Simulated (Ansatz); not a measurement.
Si (Fmmm, No. 69, 8 atoms in the cell; start mp-1079649; another form than the element's usual one)

All values below come from r²SCAN in Ansatz (plane waves, PAW).

Settings: plane-wave cutoff 560 eV, 12×12×12 k mesh, Fermi–Dirac smearing 0.05 eV, scalar-relativistic PAW data made under PBE.

Cell (relaxed at this level):

```yaml
crystal:
  lattice:
    - [4.64012, -2.45095, 0.00000]
    - [4.64012, 2.45095, 0.00000]
    - [0.00000, 0.00000, 5.34656]
  atoms:
    - { symbol: Si, position: [0.50000, 0.50000, 0.77070] }
    - { symbol: Si, position: [0.50000, 0.50000, 0.22930] }
    - { symbol: Si, position: [0.00000, 0.00000, 0.27070] }
    - { symbol: Si, position: [0.00000, 0.00000, 0.72930] }
    - { symbol: Si, position: [0.72418, 0.72418, 0.50000] }
    - { symbol: Si, position: [0.27582, 0.27582, 0.50000] }
    - { symbol: Si, position: [0.77582, 0.77582, 0.00000] }
    - { symbol: Si, position: [0.22418, 0.22418, 0.00000] }
```

```yaml
band_gap: zero (no gap)
bulk_modulus: 96.5 GPa
```

Note: the relaxation could not lower the start's symmetry, so the cell can be a saddle point above a distorted one; the bulk modulus is −V dP/dV from two relaxed cells at ±2 % in volume.

Computed values are for the static lattice.

Computing time: about 40 core-minutes (a rough figure).

A start named mp-… is a Materials Project structure, which need not be a measured phase.

Ansatz is a first-principles code.
